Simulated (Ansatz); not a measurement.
Partial pair distribution functions of a relaxed model of amorphous Ge-Sb-Te (Ge$_{12}$Sb$_{12}$Te$_{30}$), broadened by 0.06 Å; density 6.17 g/cm³. Method: PBE-D3(BJ), scalar-relativistic without spin-orbit coupling, PAW (Ansatz default set, large-core Te) (plane waves to 420 eV; Ansatz, an electronic-structure program).

Preparation: random packing, a CHGNet melt and quench, and a DFT relaxation. The hot cell started wider than the set density and was brought back towards it in steps. It is the lowest in DFT energy of 4 quenches. It is a model cell: composition and starting density were chosen by hand, and all elements were melted together. The geometry includes D3(BJ) dispersion. Its density started from a set value of 6.07 and ended at 6.17 g/cm³. The quench (nominally 81 K/ps over its main leg) was far faster than any real one, so the model tends to hold more defects than a real film. Values belong to this one cell and scatter from quench to quench. Volume and shape were free in the relaxation. On a 2×2×2 Γ-centred mesh force components of up to 0.25 eV/Å stay, since the relaxation ran on one k-point at (1/4, 1/4, 1/4).

```csv
r (Å),g Sb-Te,g Ge-Te,g Ge-Ge,g Sb-Sb
2.40,0.00,0.00,0.00,0.00
2.50,0.00,0.21,0.00,0.00
2.60,0.00,2.14,0.00,0.00
2.70,0.24,4.21,0.00,0.00
2.80,2.29,5.57,0.03,0.00
2.90,5.11,3.60,0.73,0.00
3.00,3.85,1.43,1.20,0.00
3.10,3.16,0.89,0.12,0.00
3.20,2.85,1.17,0.00,0.01
3.30,1.43,1.72,0.01,0.38
3.40,1.29,0.99,0.46,1.04
3.50,0.76,0.81,1.83,0.40
3.60,0.68,0.59,1.78,1.81
3.70,0.76,0.96,1.38,1.73
3.80,0.52,1.13,1.79,1.24
3.90,0.97,1.13,1.43,0.71
4.00,0.46,1.04,2.20,1.44
4.10,0.27,1.13,2.34,1.00
4.20,1.10,0.89,0.82,2.10
4.30,1.62,0.69,0.68,2.69
4.40,1.04,0.49,0.57,0.83
4.50,0.68,0.58,0.40,0.73
4.60,0.80,1.03,0.29,0.82
4.70,0.57,0.85,0.97,0.15
4.80,0.58,0.89,0.39,0.02
4.90,0.88,0.51,0.24,0.46
5.00,0.79,0.63,0.96,1.53
5.10,1.04,0.63,0.43,1.57
5.20,0.77,0.53,0.58,0.67
5.30,0.44,0.46,0.65,0.12
5.40,0.82,0.49,0.53,0.43
5.50,1.08,0.53,0.43,0.56
5.60,1.13,0.81,0.64,0.73
5.70,0.75,0.82,0.77,0.94
```

Within 3.42 Å each Sb has 4.25 Te neighbours on average.
